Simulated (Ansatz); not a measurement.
# Sensitivity of a calculation on ScBiO₃ (R3c, 10 atoms in the cell) to its settings

```
CELL_PARAMETERS angstrom
      2.94563     1.70066     4.97807
     -2.94563     1.70066     4.97807
      0.00000    -3.40132     4.97807
ATOMIC_POSITIONS crystal
  Sc 0.22052 0.22052 0.22052
  Sc 0.72052 0.72052 0.72052
  Bi 0.00577 0.00577 0.00577
  Bi 0.50577 0.50577 0.50577
  O  0.42741 0.87875 0.04598
  O  0.04598 0.42741 0.87875
  O  0.87875 0.04598 0.42741
  O  0.54598 0.37875 0.92741
  O  0.37875 0.92741 0.54598
  O  0.92741 0.54598 0.37875
```

Base run A: PBEsol, default PAW files made with PBE run with Ansatz (a first-principles code), self-consistent single point.

Its settings: basis.ecutwfc = 30.9 Ry; kpoints.mp_grid.grid = 5 5 5; hamiltonian.xc = pbesol; hamiltonian.pseudopotentials = {kind: paw} (the program's default PAW files); scf.occupations.method = fixed.

The starting cell comes from a database of computed structures (which also holds hypothetical and non-ambient phases and stackings), without a prior relaxation at this level. Its lattice was rescaled by a random factor within 2.5 % of one. Spin-orbit coupling is off. In the base run, with a pressure of about -12 GPa the cell is away from its equilibrium volume at this level. Ansatz's pressure includes its estimate of the finite-basis (Pulay) stress.

ΔF is the free energy per atom less that of run A. A dash stands where there is no value to compare (another energy zero or no entropy term, no result, no spin, no clean gap, or a mesh too coarse for one). Total energies depend on the potentials, the functional and any Hubbard or dispersion term, so they are compared only between runs that share all of them.

Run A gave: pressure (GPa) -12.18; largest force (eV/Å) 0.836; gap on the mesh (eV) 3.013.

Runs:
- B: scf.convergence.dr2_threshold: default (1e-07 eV) → 1e-08 eV
- C: magnetization.noncollinear: default → true; magnetization.spin_orbit: default → true [PBEsol with spin-orbit coupling]
- D: scf.self_checks: default → high
- E: scf.mixing.algorithm: default (the program chose MSR1) → broyden; scf.mixing.beta: default → 0.5
- F: scf.mixing.preconditioner: default (the program chose Resta) → resta; scf.mixing.eps_inf: default → 10

What does run C change against A?

The pressure goes from -12.18 to -11.78 GPa, the largest force goes from 0.836 to 0.859 eV/Å and the gap on the mesh goes from 3.013 to 2.430 eV.

```json
[
 {"run": "A", "ΔF (meV/atom)": "0.00", "pressure (GPa)": "-12.18", "largest force (eV/Å)": "0.836", "gap on the mesh (eV)": "3.013"},
 {"run": "B", "ΔF (meV/atom)": "0.00", "pressure (GPa)": "-12.18", "largest force (eV/Å)": "0.836", "gap on the mesh (eV)": "3.013"},
 {"run": "C", "ΔF (meV/atom)": "–", "pressure (GPa)": "-11.78", "largest force (eV/Å)": "0.859", "gap on the mesh (eV)": "2.430"},
 {"run": "D", "ΔF (meV/atom)": "0.00", "pressure (GPa)": "-12.18", "largest force (eV/Å)": "0.836", "gap on the mesh (eV)": "3.013"},
 {"run": "E", "ΔF (meV/atom)": "0.00", "pressure (GPa)": "-12.18", "largest force (eV/Å)": "0.836", "gap on the mesh (eV)": "3.013"},
 {"run": "F", "ΔF (meV/atom)": "0.00", "pressure (GPa)": "-12.18", "largest force (eV/Å)": "0.836", "gap on the mesh (eV)": "3.013"}
]
```

Keys are those of Ansatz 0.2.
